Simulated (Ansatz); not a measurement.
Input and output of a self-consistent single point for SrSi2Ag2 (P1, 5 atoms in the cell) (Ansatz, a quantum-chemistry and plane-wave program).

Computed with PBEsol, PAW files made with PBE (plane waves; Ansatz).

The change in words: lattice scaled by 0.98. Reference geometry:
```yaml
crystal:
  lattice:
    - [-2.19176, 2.19176, 5.25626]
    - [2.19176, -2.19176, 5.25626]
    - [2.19176, 2.19176, -5.25626]
  atoms:
    - { symbol: Sr, position: [0.99280, 0.00080, 0.99900] }
    - { symbol: Si, position: [0.62409, 0.61845, 0.01531] }
    - { symbol: Si, position: [0.39872, 0.39303, 0.01093] }
    - { symbol: Ag, position: [0.73510, 0.24204, 0.48545] }
    - { symbol: Ag, position: [0.24928, 0.74569, 0.48931] }
```

Reference input (self-consistent single point, DFT, PBEsol, plane waves, PAW files made with PBE): kpoints.mp_grid.grid = 4 4 6; hamiltonian.xc = pbesol; hamiltonian.pseudopotentials = {kind: paw} (the program's default PAW files); scf.occupations.method = fermi_dirac; scf.occupations.width = 0.05 eV. This run's input differs from it in these lines:

Ansatz 0.2 input:
```diff
@@ -3,11 +3,11 @@
   lattice:
-    - [-2.191755, 2.191755, 5.256255]
-    - [2.191755, -2.191755, 5.256255]
-    - [2.191755, 2.191755, -5.256255]
+    - [-2.147920, 2.147920, 5.151130]
+    - [2.147920, -2.147920, 5.151130]
+    - [2.147920, 2.147920, -5.151130]
   atoms:
-    - { symbol: Sr, position_ang: [0.015334, -0.019695, -0.028415] }
-    - { symbol: Si, position_ang: [0.021188, 0.045937, 6.450629] }
-    - { symbol: Si, position_ang: [0.011458, 0.036445, 4.104200] }
-    - { symbol: Ag, position_ang: [-0.016684, 2.144637, 2.584448] }
-    - { symbol: Ag, position_ang: [2.160463, -0.015572, 2.657904] }
+    - { symbol: Sr, position_ang: [0.015027, -0.019301, -0.027847] }
+    - { symbol: Si, position_ang: [0.020764, 0.045018, 6.321616] }
+    - { symbol: Si, position_ang: [0.011229, 0.035716, 4.022116] }
+    - { symbol: Ag, position_ang: [-0.016350, 2.101744, 2.532759] }
+    - { symbol: Ag, position_ang: [2.117254, -0.015261, 2.604746] }
 kpoints:
```

Output, abridged:

```
SCF iter   1: F=—  HF=-19789.324803 eV  |F-HF|=—  |Δ(HF+E_count)|=         —  Δρ=1.67e-1  dr2=4.64e1  ethr=3.10e-3  ⟨swp⟩=8.3  Hψ=9516  notcnv=0  defer=1
all-band conjugate gradients solve this SCF's bands
preconditioner: auto → Kerker (q_TF=auto, 2.498 Å⁻¹)
SCF iter   2: F=—  HF=-19783.899503 eV  |F-HF|=—  |Δ(HF+E_count)|=    5.43e0  Δρ=6.58e-2  dr2=1.05e1  ethr=3.10e-3  ⟨swp⟩=3.1  Hψ=4129  notcnv=0  defer=42
   [... lines left out ...]
SCF iter   6: F=—  HF=-19781.626674 eV  |F-HF|=—  |Δ(HF+E_count)|=   4.01e-4  Δρ=3.32e-4  dr2=2.08e-4  ethr=5.49e-6  ⟨swp⟩=2.0  Hψ=2549  notcnv=0  defer=59
SCF iter   7: F=—  HF=-19781.626630 eV  |F-HF|=—  |Δ(HF+E_count)|=   4.39e-5  Δρ=9.62e-5  dr2=8.75e-6  ethr=3.71e-7  ⟨swp⟩=2.0  Hψ=2707  notcnv=0  defer=59
SCF iter   8: F=—  HF=-19781.626628 eV  |F-HF|=—  |Δ(HF+E_count)|=   1.38e-6  Δρ=4.75e-5  dr2=1.68e-6  ethr=1.56e-8  ⟨swp⟩=2.0  Hψ=3080  notcnv=0  defer=59
SCF iter   9: F=-19781.626628 eV  HF=-19781.626628 eV  |F-HF|=3.62e-8  |Δ(HF+E_count)|=   3.50e-7  Δρ=9.83e-6  dr2=9.97e-8  ethr=1.79e-10  ⟨swp⟩=13.0  Hψ=10922  notcnv=0
SCF 1 converged in 9 iterations: F = -19781.626628 eV  dr2 = 9.97e-8
Free energy (F): -19781.626628 eV
Internal energy: -19781.618706 eV  (E = F + TS)
E sigma→0 (E₀):  -19781.622667 eV
Entropy (-TS):   -0.007922 eV (-1.584 meV/atom)
Fermi energy:    12.102448 eV
--- Forces (eV/Å), atoms counted from 1 ---
  atom   1  Sr    -0.04798221     0.21154311     0.15010722
  atom   2  Si    -0.15825193    -0.29424691    -0.02274152
  atom   3  Si    -0.13353402    -0.34350840    -0.23334130
  atom   4  Ag     0.15512170     0.27198228     0.18771448
  atom   5  Ag     0.18464088     0.15426025    -0.08171782
--- Stress (GPa, compression-positive) ---
        2.400150      -0.098938      -0.074458
       -0.098938       2.188973       0.000295
       -0.074458       0.000295       3.260137
  P = ⅓ Tr σ = 2.6164 GPa (26.164 kbar)
  The stress holds the Pulay correction. Without it, at fixed plane waves, as pw.x and ABINIT print it: P = 2.5828 GPa
```

The run converged in 9 iterations. Against the reference run the free energy stays essentially unchanged (within 1 meV/atom), the pressure goes from -2.51 to 2.62 GPa and the largest force goes from 0.334 to 0.436 eV/Å.

The starting cell comes from a database of computed structures (which also holds hypothetical and non-ambient phases and stackings), without a prior relaxation at this level. Its atoms were displaced at random from the sites of space group no. 139. For this run, on top of that: lattice scaled by 0.98. Ansatz's pressure includes its estimate of the finite-basis (Pulay) stress.
